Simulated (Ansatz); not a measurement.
Reference: Ir3Rh (Pm-3m), PBEsol, DFPT electron-phonon coupling, linearised Boltzmann equation (plane waves, PAW, scalar-relativistic; Ansatz, an electronic-structure program); geometry: relaxed with this functional, without spin-orbit coupling.

```yaml
crystal:
  lattice:
    - [3.81640, 0.00000, 0.00000]
    - [0.00000, 3.81640, 0.00000]
    - [0.00000, 0.00000, 3.81640]
  atoms:
    - { symbol: Ir, position: [0.50000, 0.00000, 0.50000] }
    - { symbol: Ir, position: [0.00000, 0.50000, 0.50000] }
    - { symbol: Ir, position: [0.50000, 0.50000, 0.00000] }
    - { symbol: Rh, position: [0.00000, 0.00000, 0.00000] }
```

| Quantity | Result |
|---|---|
| resistivity at 300 K | 5.2 μΩ·cm |
| mean free path at 300 K | 8.0 nm |

### Question
Swap Rh for Zr, keeping the structure type. How do these values move?

### Answer
ZrIr3 (Pm-3m): volume per atom 13.9 to 15.2 Å³; resistivity at 300 K rises (5.2 μΩ·cm to 10.1 μΩ·cm); mean free path at 300 K rises (8.0 nm to 10.2 nm).

### Question
Swap Rh for Hf, keeping the structure type. How do these values move?

### Answer
HfIr$_{3}$ (Pm-3m): volume per atom 13.9 to 15.1 Å³; resistivity at 300 K rises (5.2 μΩ·cm to 10.6 μΩ·cm); mean free path at 300 K rises (8.0 nm to 9.5 nm).

### Question
Replace Rh by Nb on the same sites and relax. What happens?

### Answer
NbIr3 (Pm-3m): volume per atom 13.9 to 14.6 Å³; resistivity at 300 K rises (5.2 μΩ·cm to 7.7 μΩ·cm); mean free path at 300 K rises (8.0 nm to 18.9 nm).

Moves up to 14 % count as about the same. Metals; harmonic phonons alone scatter; means over directions. The mean free path is weighted by the current that each state carries. Halving the electron mesh moves these values by up to 9 %; q meshes are mostly untested. Some of the runs warned that the eigensolver left states short of its tolerance. Spin-orbit coupling is left out.

Formula and space group known from diffraction (Crystallography Open Database), not checked to be the room-temperature form: HfIr3 (Pm-3m), NbIr3 (Pm-3m), ZrIr3 (Pm-3m). Computed structure with no diffraction record at hand here (it may be known, metastable or hypothetical): Ir3Rh (Pm-3m). The missing spin-orbit coupling matters most for HfIr3 (Pm-3m), Ir3Rh (Pm-3m), NbIr3 (Pm-3m), ZrIr3 (Pm-3m).
